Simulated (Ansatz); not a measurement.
Defect migration in beta Ga2O3: interstitial Mg, charge state +2. The step: several atoms move together, Mg the farthest; the atom moves 1.77 Å along (0.01, -0.50, -0.14) of the unit cell; the moving atom starts with neighbours O at 1.87, 2 O at 1.92, O at 2.03 Å and ends with O at 1.87, 2 O at 1.92, O at 2.03 Å. DFT values are from Ansatz (plane-wave PAW, 420 eV unless said) in a cell of 120 host sites, spin-restricted, static, with no finite-size correction. The charge state is imposed; whether it is stable for some Fermi level was not computed. Sites that were not tried may lie lower. For the PBE band: the saddle point's order was not checked.

| Level | Forward barrier (eV) | Cost of the band or of the saddle's single point |
|---|---|---|
| CHGNet universal potential (has no charge state), its own band | 0.36 | - |
| PBE, the Γ point alone, band relaxed | 0.37 | very roughly 25 core-minutes |
| PBE, a 2×2×2 k-point mesh shifted by half a step, same geometries | 0.40 | around 7 core-minutes (rough) |
| r2SCAN at 500 eV, the Γ point alone, same geometries | ___ | very roughly 110 core-seconds |

Problem. Complete the blanks.

Solution. 
- r2SCAN at 500 eV, the Γ point alone, same geometries, Forward barrier (eV): 0.41

Ansatz is a first-principles code.
